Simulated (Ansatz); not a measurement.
Take Pt in the fcc (Cu type) structure (space group Fm-3m, No. 225; a = 3.9403 Å) as the base. Axes: x, y, z lie along the cube axes.

Calculations: r2SCAN in Ansatz (plane waves to 500 eV, PAW, no SOC).

For the base:

- Band gap: zero
- Pressure: 0.0 GPa
- Shortest interatomic distance: 2.786 Å

The change: the cell is stretched by 4.75 % along z with no lateral relaxation, atoms relaxed at fixed cell.

Estimate the effect on the energy relative to the base, band gap, pressure and shortest interatomic distance.

The energy rises by 32 meV/atom; the band gap is still zero; the pressure (mean of the normal stresses, compression positive) goes from zero to -10.8 GPa; the shortest interatomic distance is still 2.786 Å.

Without a gap, meshes like the base's 20×20×20 leave anisotropic stresses uncertain by several tenths of a GPa, and small strain energies with them. The cells carry an imposed strain or load. Stability against distortions was not tested. All final runs are without spin polarisation. Pt lies near a magnetic instability that expansion can trigger; it was not tested.

Ansatz is a program for electronic structure.
